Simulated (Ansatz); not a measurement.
## Ir: stress against strain

Ir (fcc, Fm-3m, 14.058 Å³/atom at rest, cube axes along x, y and z) under a strain ε along a cube axis (axis z), the other axes held. PBEsol in Ansatz, a plane-wave DFT program (PAW, default set), 420 eV, 29×29×29 Γ-centred mesh, Fermi-Dirac smearing 0.10 eV; ions are relaxed within the symmetry of each cell. Stress is positive for a compressed cell.

Here s stands for strain and y for stress zz.

```csv
strain (%),stress zz (GPa)
-1.50,10.12
-1.00,6.64
-0.50,3.26
0.00,0.00
0.50,-3.16
1.00,-6.22
1.50,-9.17
3.00,?
```

Question: Using a straight line, estimate the missing y at s = 3.00 from the other rows, showing the fit.

Answer: Means: s 0, y 0.210. About the means, the sum of products is -45.005 and the sum of squares of s is 7.0000; the slope is their ratio. Least squares gives y = 0.210 - 6.4293·s. Residuals (row less fit): 0.266, 0.001, -0.165, -0.210, -0.155, -0.001, 0.264; standard error 0.217 (degrees of freedom: 5). The slope gives the elastic constant C11 = 643 ± 8 GPa. At the withheld row, y = 0.210 - 6.4293 × 3.0 = -19.078 GPa. The calculation gives -17.45 GPa, 1.628 GPa above the prediction (5.9 % of the range of y in the table). The row lies outside the fitted rows, so this is an extrapolation. From the scatter of the fitted rows alone, a prediction at this place has a standard error of 0.338 GPa, so the miss is 4.8 times that.

One order more, fitted to all 13 runs of the series, follows each within 0.02, so the miss is the next term of a smooth law. In a metal these values are sensitive to mesh and smearing; energies are taken to zero smearing, stresses follow the free energy. Rows are the converged runs of the series near zero and its far end; series whose fitted rows scatter by over a few per cent of the range, as at a crossing or softening among them, aren't shown in this form. Most that stay on the fit to the last digits aren't either.
